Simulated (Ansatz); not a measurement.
## How the smallest direct gap on the k points sampled of CaO (model structure, started from the CsCl type, Pm-3m, No. 221, 2 atoms in the cell; like a known high-pressure phase) moves with the method

No measured value is used here.

| level (code) | value (eV) | cell (Å³/atom) |
|---|---|---|
| LDA (Ansatz) | 2.91 | 12.05 |
| PBEsol (Ansatz) | 3.00 | 12.05 |
| r²SCAN (Ansatz) | 3.58 | 12.23 |
| r²SCAN+rVV10 (Ansatz) | 3.56 | 12.10 |
| HSE06 (Ansatz) | 4.82 | 12.05 |
| PBE0 (Ansatz) | 5.57 | 12.05 |
| r²SCAN0 (Ansatz) | 5.92 | 12.05 |
| G0W0@PBEsol (Ansatz) | 5.64 | 12.05 |

At these levels the smallest gap is indirect and lower: LDA 2.61, PBEsol 2.69, r²SCAN 3.28, r²SCAN+rVV10 3.25, HSE06 4.48, PBE0 5.22, r²SCAN0 5.58, G0W0@PBEsol 5.31 eV. Computed values are for a static lattice.  Values are at the PBEsol cell; PBEsol at the level's own equilibrium cell; r²SCAN at the level's own equilibrium cell; r²SCAN+rVV10 at the level's own equilibrium cell. Cutoffs and k meshes differ between the levels. Ansatz's density-functional and Hartree–Fock values are scalar-relativistic unless marked +SOC, with PAW data made under PBE.

A model structure was made by putting elements into a prototype or built by hand; it is no filed structure, need not be a known phase, and can be a saddle point held by its symmetry.

Ansatz is a quantum-chemistry and plane-wave program.
